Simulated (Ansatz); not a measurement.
Electronic density of states of amorphous Al₂₈O₄₅Ga₂, density 3.25 g/cm³, on a 2×2×2 Γ-centred mesh with a Gaussian width of 0.1 eV; energies count from the Fermi level, whose place inside the gap is arbitrary. Cell and mesh are small, so fine structure isn't converged. Calculation: PBE, scalar-relativistic without spin-orbit coupling (plane waves to 420 eV, PAW; Ansatz, a first-principles code). Sampling: a 2×2×2 Γ-centred mesh; Fermi-Dirac width 0.02 eV; no spin polarisation. At PBE the levels at the filled edge of the gap are localised (band-tail or defect states), and the nearest spread-out levels lie 3.7 eV apart at the zone centre.

The cell was made by melting and quenching with the CHGNet potential and then relaxed with DFT. O atoms were pushed apart under 1.9 Å during the dynamics, to hinder bonds among them. The hot cell started wider than the set density and was brought back towards it in steps. It is the lowest in DFT energy of 2 quenches. It is a model cell: composition and starting density were chosen by hand, and all elements were melted together. No dispersion term was used. Its density started from a set value of 3.25 and ended at 3.25 g/cm³. Cooling (nominally 280 K/ps over its main leg) ran many orders faster than in experiment, which tends to leave more defects and strain. One small periodic cell is one sample of the glass; other quenches scatter about these values. The volume was held where the preparation left it, at a PBE pressure of 1.0 GPa. Stress components on the final sampling reach 3.2 GPa.

| E - EF (eV) | states/(eV atom) |
|---|---|
| -12.00 | 0.00 |
| -11.90 | 0.00 |
| -11.80 | 0.00 |
| -11.70 | 0.00 |
| -11.60 | 0.00 |
| -11.50 | 0.00 |
| -11.40 | 0.00 |
| -11.30 | 0.00 |
| -11.20 | 0.00 |
| -11.10 | 0.00 |
| -11.00 | 0.00 |
| -10.90 | 0.00 |
| -10.80 | 0.00 |
| -10.70 | 0.00 |
| -10.60 | 0.00 |
| -10.50 | 0.00 |
| -10.40 | 0.00 |
| -10.30 | 0.00 |
| -10.20 | 0.00 |
| -10.10 | 0.00 |
| -10.00 | 0.00 |
| -9.90 | 0.00 |
| -9.80 | 0.00 |
| -9.70 | 0.00 |
| -9.60 | 0.00 |
| -9.50 | 0.00 |
| -9.40 | 0.00 |
| -9.30 | 0.00 |
| -9.20 | 0.00 |
| -9.10 | 0.00 |
| -9.00 | 0.00 |
| -8.90 | 0.00 |
| -8.80 | 0.00 |
| -8.70 | 0.02 |
| -8.60 | 0.10 |
| -8.50 | 0.21 |
| -8.40 | 0.19 |
| -8.30 | 0.19 |
| -8.20 | 0.25 |
| -8.10 | 0.31 |
| -8.00 | 0.33 |
| -7.90 | 0.37 |
| -7.80 | 0.37 |
| -7.70 | 0.36 |
| -7.60 | 0.39 |
| -7.50 | 0.38 |
| -7.40 | 0.39 |
| -7.30 | 0.45 |
| -7.20 | 0.43 |
| -7.10 | 0.38 |
| -7.00 | 0.36 |
| -6.90 | 0.37 |
| -6.80 | 0.38 |
| -6.70 | 0.38 |
| -6.60 | 0.47 |
| -6.50 | 0.54 |
| -6.40 | 0.53 |
| -6.30 | 0.50 |
| -6.20 | 0.50 |
| -6.10 | 0.50 |
| -6.00 | 0.49 |
| -5.90 | 0.52 |
| -5.80 | 0.54 |
| -5.70 | 0.57 |
| -5.60 | 0.59 |
| -5.50 | 0.56 |
| -5.40 | 0.55 |
| -5.30 | 0.54 |
| -5.20 | 0.57 |
| -5.10 | 0.57 |
| -5.00 | 0.57 |
| -4.90 | 0.54 |
| -4.80 | 0.62 |
| -4.70 | 0.64 |
| -4.60 | 0.63 |
| -4.50 | 0.66 |
| -4.40 | 0.69 |
| -4.30 | 0.68 |
| -4.20 | 0.70 |
| -4.10 | 0.71 |
| -4.00 | 0.70 |
| -3.90 | 0.72 |
| -3.80 | 0.73 |
| -3.70 | 0.71 |
| -3.60 | 0.69 |
| -3.50 | 0.72 |
| -3.40 | 0.77 |
| -3.30 | 0.77 |
| -3.20 | 0.82 |
| -3.10 | 0.85 |
| -3.00 | 0.78 |
| -2.90 | 0.74 |
| -2.80 | 0.70 |
| -2.70 | 0.64 |
| -2.60 | 0.61 |
| -2.50 | 0.55 |
| -2.40 | 0.54 |
| -2.30 | 0.52 |
| -2.20 | 0.43 |
| -2.10 | 0.38 |
| -2.00 | 0.31 |
| -1.90 | 0.25 |
| -1.80 | 0.19 |
| -1.70 | 0.15 |
| -1.60 | 0.13 |
| -1.50 | 0.04 |
| -1.40 | 0.00 |
| -1.30 | 0.00 |
| -1.20 | 0.00 |
| -1.10 | 0.00 |
| -1.00 | 0.00 |
| -0.90 | 0.00 |
| -0.80 | 0.00 |
| -0.70 | 0.00 |
| -0.60 | 0.00 |
| -0.50 | 0.00 |
| -0.40 | 0.00 |
| -0.30 | 0.00 |
| -0.20 | 0.00 |
| -0.10 | 0.00 |
| 0.00 | 0.00 |
| 0.10 | 0.00 |
| 0.20 | 0.00 |
| 0.30 | 0.00 |
| 0.40 | 0.00 |
| 0.50 | 0.00 |
| 0.60 | 0.00 |
| 0.70 | 0.00 |
| 0.80 | 0.00 |
| 0.90 | 0.00 |
| 1.00 | 0.00 |
| 1.10 | 0.00 |
| 1.20 | 0.00 |
| 1.30 | 0.00 |
| 1.40 | 0.00 |
| 1.50 | 0.01 |
| 1.60 | 0.02 |
| 1.70 | 0.00 |
| 1.80 | 0.00 |
| 1.90 | 0.00 |
| 2.00 | 0.00 |
| 2.10 | 0.01 |
| 2.20 | 0.03 |
| 2.30 | 0.04 |
| 2.40 | 0.04 |
| 2.50 | 0.05 |
| 2.60 | 0.08 |
| 2.70 | 0.05 |
| 2.80 | 0.04 |
| 2.90 | 0.03 |
| 3.00 | 0.05 |
| 3.10 | 0.07 |
| 3.20 | 0.05 |
| 3.30 | 0.05 |
| 3.40 | 0.07 |
| 3.50 | 0.09 |
| 3.60 | 0.08 |
| 3.70 | 0.07 |
| 3.80 | 0.06 |
| 3.90 | 0.08 |
| 4.00 | 0.13 |
| 4.10 | 0.13 |
| 4.20 | 0.14 |
| 4.30 | 0.17 |
| 4.40 | 0.17 |
| 4.50 | 0.16 |
| 4.60 | 0.17 |
| 4.70 | 0.23 |
| 4.80 | 0.26 |
| 4.90 | 0.24 |
| 5.00 | 0.25 |
| 5.10 | 0.25 |
| 5.20 | 0.21 |
| 5.30 | 0.23 |
| 5.40 | 0.26 |
| 5.50 | 0.21 |
| 5.60 | 0.25 |
| 5.70 | 0.30 |
| 5.80 | 0.34 |
| 5.90 | 0.36 |
| 6.00 | 0.33 |
| 6.10 | 0.35 |
| 6.20 | 0.32 |
| 6.30 | 0.29 |
| 6.40 | 0.31 |
| 6.50 | 0.37 |
| 6.60 | 0.41 |

The level gap on this mesh is 3.17 eV; the broadening fills part of it in the curve.
